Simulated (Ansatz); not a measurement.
Short convergence ladders for a (110) slab of LuTl (cut from a parent of space group no. 123; 8 atoms in the cell)

```xyz
8
Lattice="3.9218 0.0000 0.0000 0.0000 5.0585 0.0000 0.0000 0.0000 21.5877" Properties=species:S:1:pos:R:3 pbc="T T T"
Lu     0.0000     1.2646     7.0000
Tl     1.9609     3.7939     7.0000
Lu     0.0000     3.7939     9.5292
Tl     1.9609     1.2646     9.5292
Lu     0.0000     1.2646    12.0585
Tl     1.9609     3.7939    12.0585
Lu     0.0000     3.7939    14.5877
Tl     1.9609     1.2646    14.5877
```

Base method: LDA (PW92), default PAW files made with PBE (plane waves; Ansatz, a first-principles code).

Base settings: basis.ecutwfc = 420 eV; kpoints.mp_grid.grid = 5 3 1; hamiltonian.xc = lda; hamiltonian.pseudopotentials = {kind: paw} (the program's default PAW files); scf.occupations.method = fermi_dirac; scf.occupations.width = 0.1 eV.

The count of work is k-points × plane waves × bands × iterations; it is no time. Core times come from one kind of shared machine, to one figure; runs under 30 s give none.

**The vacuum**

The mesh stays at the base's, so the ladder's end is converged at best in this setting alone.

Only quantities that move along the ladder and can be compared are tabulated.

| vacuum between outermost atoms (Å) | free energy less the last step's (meV/atom) | largest difference of a force vector from the last step's (eV/Å) | count of work / last |
|---|---|---|---|
| 3.0 | -209.55 | 0.700 | 0.31 |
| 4.0 | -100.88 | 0.443 | 0.31 |
| 5.0 | -42.82 | 0.168 | 0.33 |
| 6.0 | -16.37 | 0.052 | 0.36 |
| 7.0 | -5.82 | 0.018 | 0.39 |
| 8.0 | -1.98 | 0.006 | 0.42 |
| 10.0 | -0.21 | 0.001 | 0.47 |
| 12.0 | -0.02 | 0.000 | 0.52 |
| 14.0 | 0.00 | 0.000 | 0.57 |
| 17.0 | 0.00 | 0.000 | 0.66 |
| 20.0 | 0.01 | 0.000 | 0.73 |
| 25.0 | 0.00 | 0.000 | 0.87 |
| 30.0 | 0.00 | 0.000 | 1.0 |

Smallest vacuum between outermost atoms (Å) that holds the free energy within 1 meV/atom of the last step, with all finer ones: 10.0; the step before is off by 2.0 meV/atom.

Smallest vacuum between outermost atoms (Å) that holds the forces within 0.01 eV/Å of the last step, with all finer ones: 8.0, at 0.42 of the last step's count of work; the step before is off by 0.018 eV/Å.

**The k-point mesh**

Only quantities that move along the ladder and can be compared are tabulated.

| kpoints.mp_grid.grid | free energy less the last step's (meV/atom) | largest difference of a force vector from the last step's (eV/Å) | count of work / last | core time / last (rough) |
|---|---|---|---|---|
| 2 2 1 | 5.07 | 0.677 | 0.045 | – |
| 3 2 1 | 13.39 | 0.225 | 0.041 | – |
| 4 3 1 | -6.59 | 0.189 | 0.062 | – |
| 5 3 1 | -6.83 | 0.140 | 0.056 | – |
| 5 4 1 | -2.96 | 0.069 | 0.083 | – |
| 6 5 1 | -2.11 | 0.014 | 0.11 | 0.1 |
| 7 6 1 | -0.05 | 0.011 | 0.15 | 0.1 |
| 8 7 1 | -1.29 | 0.012 | 0.19 | 0.2 |
| 10 8 1 | -0.37 | 0.009 | 0.28 | 0.3 |
| 12 9 1 | -0.13 | 0.008 | 0.32 | 0.3 |
| 13 11 1 | 0.18 | 0.003 | 0.39 | 0.4 |
| 16 12 1 | 0.07 | 0.002 | 0.58 | 0.6 |
| 18 14 1 | 0.06 | 0.002 | 0.74 | 0.7 |
| 22 17 1 | 0.00 | 0.000 | 1.0 | 1 |

Coarsest kpoints.mp_grid.grid that holds the free energy within 1 meV/atom of the last step, with all finer ones: 10 8 1, at 0.28 of the last step's count of work and about 0.3 of the last step's time; the step before is off by 1.3 meV/atom.

Coarsest kpoints.mp_grid.grid that holds the forces within 0.01 eV/Å of the last step, with all finer ones: 10 8 1, at 0.28 of the last step's count of work and about 0.3 of the last step's time; the step before is off by 0.012 eV/Å.

Two neighbours can agree and both be off: 4 3 1 and 5 3 1 differ by 0.24 meV/atom in the free energy, yet lie about 6.8 meV/atom from the last step.

**The plane-wave cutoff**

The mesh stays at the base's, so the ladder's end is converged at best in this setting alone.

Only quantities that move along the ladder and can be compared are tabulated.

```csv
basis.ecutwfc,free energy less the last step's (meV/atom),largest difference of a force vector from the last step's (eV/Å),count of work / last
210 eV,4478.21,0.090,0.14
250 eV,768.54,0.028,0.16
295 eV,64.40,0.009,0.21
355 eV,3.58,0.001,0.27
420 eV,1.31,0.000,0.36
505 eV,0.34,0.000,0.47
630 eV,0.09,0.000,0.65
840 eV,0.00,0.000,1.0
```

Coarsest basis.ecutwfc that holds the free energy within 0.5 meV/atom of the last step, with all finer ones: 505 eV; the step before is off by 1.3 meV/atom.

Coarsest basis.ecutwfc that holds the forces within 0.005 eV/Å of the last step, with all finer ones: 355 eV, at 0.27 of the last step's count of work; the step before is off by 0.009 eV/Å.

On the base run: the starting cell comes from a database of computed structures (which also holds hypothetical and non-ambient phases and stackings), without a prior relaxation at this level. The slab is cut from that crystal, and its faces are unrelaxed. Its lattice was rescaled by up to half a per cent. Without a gap this mesh is coarse (it stands for a supercell whose shortest in-plane vector is 15 Å).

Left out of this page: 1 run of the series outside the window shown, repeating another row's setting, or not comparable.

Keys are those of Ansatz 0.2.
